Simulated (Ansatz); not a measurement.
Start from Ru in the hcp (Mg type) structure (space group P6_3/mmc, No. 194; relaxed with 0.1 eV smearing).

```
Ru
1.0
    2.72191     0.00000     0.00000
   -1.36096     2.35725     0.00000
    0.00000     0.00000     4.29398
Ru
2
Direct
  0.66667   0.33333   0.75000
  0.33333   0.66667   0.25000
```

Cartesian axes are those of the cell as printed.

Calculations: DFT with PBE, PAW potentials and a 420 eV plane-wave cutoff in Ansatz (a program for electronic structure), spin-orbit coupling left out.

Base values:

The shortest interatomic distance comes out as 2.661 Å.

One thing is altered: the cell is stretched by 2.50 % along z with no lateral relaxation, atoms relaxed at fixed cell.

Predict the new stress, energy relative to the base and shortest interatomic distance.

The stress (xx, yy, zz, yz, xz, xy; compression positive) comes out as (-3.8, -3.8, -14.4, 0.0, 0.0, 0.0) GPa; the energy grows by 16 meV/atom; the shortest interatomic distance goes up by 0.043 Å to 2.704 Å.

The cells carry an imposed strain or load. No phonon test of stability was made. The final runs are not spin-polarised.
